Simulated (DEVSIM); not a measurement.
Structure: illuminated Si n-on-p cell, one wavelength, at 400 K.

Layer 1 from the left is Si, thickness (μm) 0.440, Nd (cm⁻³) 1.7e19, τn (s) 0.00024, τp (s) 1.4e-5, absorption coefficient (cm⁻¹) 19000. Layer 2 from the left is Si, thickness (μm) 73.0, Na (cm⁻³) 2.5e17, τn (s) 0.00025, τp (s) 0.00025, absorption coefficient (cm⁻¹) 19000.

Left contact: ohmic, minority hole recombination velocity 70000 cm/s. Right contact: ohmic, minority electron recombination velocity 10 cm/s. Voltage is applied to the left contact. Recombination: SRH at mid-gap, radiative, Auger. Light enters at the left, 1.7e17 photons cm⁻² s⁻¹, one pass, no reflection. Mobility is μmin + (μ − μmin)/(1 + (N/Nref)^α).

The device is made up for the run: typed textbook-type constants, with dimensions and the other settings drawn at random. Values at 300 K; Nc and Nv go as T^1.5, mobilities as T to minus their exponent, the gap by Varshni's rule with the affinity fixed.

Si: gap (eV) 1.124, affinity (eV) 4.05, permittivity 11.7, Nc (cm⁻³) 2.86e19, Nv (cm⁻³) 3.1e19, μn (cm²/Vs) 1417, μp (cm²/Vs) 470, μn,min 52, μp,min 45, Nref,n 9.7e16, Nref,p 2.2e17, αn 0.68, αp 0.72, T exponent of μn 2.3, T exponent of μp 2.2, B (cm³/s) 4.7e-15, Cn (cm⁶/s) 2.8e-31, Cp (cm⁶/s) 9.9e-32, Varshni α (eV/K) 0.000473, Varshni β (K) 636.

Model (solved in DEVSIM): 1D drift-diffusion, Boltzmann statistics, complete ionisation; no tunnelling, impact ionisation, image-force lowering or self-heating.

Dark forward current:

```csv
|V| (V),|J| (A/cm²)
0.05,3.553e-8
0.10,1.835e-7
0.15,8.079e-7
0.20,3.457e-6
0.25,1.473e-5
0.30,6.273e-5
0.35,0.0002673
0.40,0.001140
0.45,0.004860
0.50,0.02072
0.55,0.08826
0.60,0.3744
0.65,1.565
0.70,6.292
0.75,23.73
0.80,80.06
0.85,221.7
0.90,486.6
0.95,882.5
1.00,1398
1.05,2015
```

**Question.** Work out the local ideality factor n = ΔV / (kT/q · ln(J2/J1)) between the rows 0.15 and 0.20 V, 1.00 and 1.05 V.

**Answer.** kT/q = 34.47 mV. From 0.15 to 0.20 V: ln(3.457e-6/8.079e-7) = 1.454, n = 1.00, near the 1 of diffusion or emission over a barrier. From 1.00 to 1.05 V: ln(2015/1398) = 0.366, n = 3.97.

**Question.** What current could the absorbed light give at most, and what share is collected?

**Answer.** Σ αd = 140, so qΦ(1 − exp(−Σ αd)) = 27.2 mA/cm². The simulated short-circuit current is 21.61 mA/cm², a share of 0.79.

**Question.** Estimate the open-circuit voltage by superposition: the voltage at which the dark current equals that short-circuit current.

**Answer.** Interpolating ln J in the table gives 0.501 V. The simulation gives 0.501 V, the same within the digits that matter. Superposition holds where collection doesn't change with voltage.

**Question.** Estimate the fill factor from FF0 = (v − ln(v + 0.72))/(v + 1), v = qVoc/(nkT), with n from the dark curve.

**Answer.** The rows about Voc, 0.50 and 0.55 V, give n = 1.00, so v = 14.5 and FF0 = 0.760. The simulation gives 0.761, the same within the digits that matter.
